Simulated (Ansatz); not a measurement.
**Input and output of a self-consistent single point for a (001) slab of Pb (cut from a parent of space group no. 194; 4 atoms in the cell) (Ansatz, a quantum-chemistry and plane-wave program)**

Computed with PBEsol, default PAW files made with PBE (plane waves; Ansatz).

Input:

Ansatz 0.2 input:
```yaml
# Pb
crystal:
  lattice:
    - [3.45423200, 0.00000000, 0.00000000]
    - [-1.72711600, 2.99145300, 0.00000000]
    - [0.00000000, 0.00000000, 22.95109700]
  atoms:
    - { symbol: Pb, position: [0.33333300, 0.66666700, 0.30499600] }
    - { symbol: Pb, position: [0.66666700, 0.33333300, 0.43499900] }
    - { symbol: Pb, position: [0.33333300, 0.66666700, 0.56500100] }
    - { symbol: Pb, position: [0.66666700, 0.33333300, 0.69500400] }
basis:
  ecutwfc: 420.0
kpoints:
  mp_grid:
    grid: [10, 10, 1]
hamiltonian:
  xc: pbesol
  pseudopotentials:
    kind: paw
scf:
  occupations:
    method: gaussian
    width: 0.1
output:
  forces: true
  eigenvalues: true
  stress: true
```

The program printed (abridged):

```
WARN the atoms were moved onto the symmetric positions of the space group found under crystal.symmetry.tolerance 1.0e-5 (fractional …
WARN ansatz: RAYON_NUM_THREADS=1 ignored (pool sized by the plan → 1); use --threads N
Pseudopotentials: kind: paw
Pseudopotential: Pb, paw, valence charge 14
Crystal: 4 atoms, lattice volume = 237.158 Å³
Basis set: ecut = 420 eV, 4589 PW (Γ), exchange–correlation on 48×48×320 points (8 copies of the dense FFT grid, shifted against one another)
Bands: 34, of which v1, the nominal top of the filled ones, is band 28 counted from 1 (27 counted from 0)
Symmetry: 12 space group operations
Space group: P-3m1 (ITA 164), of the structure as read, at distance tolerance 6.2e-5 Å
k-points: 14 of 100
PAW frozen core: Pb, regenerated for the run's functional, and the local potential with it
Initial density: superposition of atomic densities (neutral atoms: chi_scale 0, normalization atom), corrected by the library's trained network
Initial wavefunctions: pseudopotential atomic-orbital guess
Eigensolver: davidson
Functional: x = pbesol(κ = 0.804, μ = 0.12345679012345678), c = pbesol(β = 0.046)
SCF iter   1: F=—  HF=-47019.187188 eV  |F-HF|=—  |Δ(HF+E_count)|=         —  Δρ=1.61e-3  dr2=2.00e-2  ethr=1.77e-3  ⟨swp⟩=8.6  Hψ=2280  notcnv=0
all-band conjugate gradients solve this SCF's bands
preconditioner: auto → LDOS
SCF iter   2: F=—  HF=-47019.187099 eV  |F-HF|=—  |Δ(HF+E_count)|=   8.93e-5  Δρ=9.12e-4  dr2=3.71e-3  ethr=3.57e-5  ⟨swp⟩=2.4  Hψ=998  notcnv=0  defer=7
SCF iter   3: F=—  HF=-47019.186440 eV  |F-HF|=—  |Δ(HF+E_count)|=   6.59e-4  Δρ=2.48e-4  dr2=3.93e-4  ethr=6.63e-6  ⟨swp⟩=2.0  Hψ=867  notcnv=0  defer=7
SCF iter   4: F=—  HF=-47019.186387 eV  |F-HF|=—  |Δ(HF+E_count)|=   5.31e-5  Δρ=5.87e-5  dr2=8.87e-6  ethr=7.01e-7  ⟨swp⟩=2.4  Hψ=839  notcnv=0  defer=7
SCF iter   5: F=—  HF=-47019.186311 eV  |F-HF|=—  |Δ(HF+E_count)|=   7.59e-5  Δρ=1.62e-5  dr2=8.31e-7  ethr=1.58e-8  ⟨swp⟩=2.0  Hψ=853  notcnv=0  defer=7
SCF iter   6: F=—  HF=-47019.186311 eV  |F-HF|=—  |Δ(HF+E_count)|=   9.49e-8  Δρ=4.47e-6  dr2=1.11e-7  ethr=1.79e-10  ⟨swp⟩=10.9  Hψ=2690  notcnv=0
SCF iter   7: F=-47019.186311 eV  HF=-47019.186311 eV  |F-HF|=6.83e-9  |Δ(HF+E_count)|=   2.54e-8  Δρ=1.57e-6  dr2=1.12e-8  ethr=1.79e-10  ⟨swp⟩=5.9  Hψ=1806  notcnv=0
SCF 1 converged in 7 iterations: F = -47019.186311 eV  dr2 = 1.12e-8
SCF converged after 7 iterations
Free energy (F): -47019.186311 eV
Harris-Foulkes:  -47019.186311 eV  (|F-HF|=6.83e-9)
Internal energy: -47019.175935 eV  (E = F + TS)
E sigma→0 (E₀):  -47019.181123 eV
Entropy (-TS):   -0.010376 eV (-2.594 meV/atom)
Fermi energy:    3.671177 eV
--- Per-component energies (eV) ---
  E_band       = -547.364108
  E_kinetic    = 1154.085832
  E_local      = -29580.977027  (includes V_loc(G=0)·N_el)
  E_nonlocal   = 1406.417979
  E_hartree    = 14171.553452
  E_xc         = -874.656954
  E_vxc        = -529.092154  (∫ρ·V_xc dr)
  E_paw        = -41022.169048  (= ΣΔE_a)
  E_vpaw       = -1340.903251  (= ΣTr[D̂ρ^β])
  E_aug_tail   = 0.000187  (compensation charges beyond the density's cutoff)
  E_ewald      = 7726.321179
  E_core_change = 0.248466  (= ΣΔE_core)
  E_smearing   = -0.010376  (= −TS)
  E_closure    = -0.000000  (closes the sum)
  Σ components = -47019.186311   (vs F -47019.186311, Δ=0.00e0)
--- Forces (eV/Å), atoms counted from 1 ---
  atom   1  Pb     0.00000000     0.00000000     0.36259694
  atom   2  Pb     0.00000000    -0.00000000    -0.31120804
  atom   3  Pb     0.00000000     0.00000000     0.31120804
  atom   4  Pb     0.00000000    -0.00000000    -0.36259694
  max |Σ_I F_I| component: 1.11e-16 eV/Å
--- Stress (GPa, compression-positive) ---
       -0.785158       0.000000       0.000000
        0.000000      -0.785158       0.000000
        0.000000       0.000000      -1.565336
  P = ⅓ Tr σ = -1.0452 GPa (-10.452 kbar)
  The stress holds the Pulay correction. Without it, at fixed plane waves, as pw.x and ABINIT print it: P = -1.0552 GPa
--- Band table (eV; the first three rows and the last of 14) ---
  k-point 0: bands = ["-13.3142", "-13.3129", "-13.3057", "-13.3055", "-13.2752", "-13.2752", "-13.2679", "-13.2679", "-13.2167", "-13.2167", "-13.2155", "-13.2155", "-13.1372", "-13.1372", "-13.0997", "-13.0997", "-13.0630", "-13.0630", "-13.0410", [...]
  k-point 1: bands = ["-13.3123", "-13.3012", "-13.2950", "-13.2924", "-13.2715", "-13.2642", "-13.2500", "-13.2430", "-13.2196", "-13.2167", "-13.1938", "-13.1906", "-13.1486", "-13.1415", "-13.1109", "-13.1033", "-13.0761", "-13.0644", "-13.0569", [...]
  k-point 2: bands = ["-13.3396", "-13.3146", "-13.2849", "-13.2704", "-13.2558", "-13.2393", "-13.2135", "-13.1897", "-13.1864", "-13.1838", "-13.1677", "-13.1650", "-13.1299", "-13.1296", "-13.1142", "-13.1045", "-13.1007", "-13.0915", "-13.0672", [...]
  k-point 13: bands = ["-13.3030", "-13.2747", "-13.2690", "-13.2348", "-13.2206", "-13.2193", "-13.1930", "-13.1903", "-13.1480", "-13.1433", "-13.1387", "-13.1226", "-13.1216", "-13.0899", "-13.0885", "-13.0842", "-13.0732", "-13.0437", [...]
```

The run converged in 7 iterations.

The starting cell comes from a database of computed structures (which also holds hypothetical and non-ambient phases and stackings), without a prior relaxation at this level. The slab is cut from that crystal, and its faces are unrelaxed. Its lattice was rescaled by up to half a per cent. Spin-orbit coupling is off.
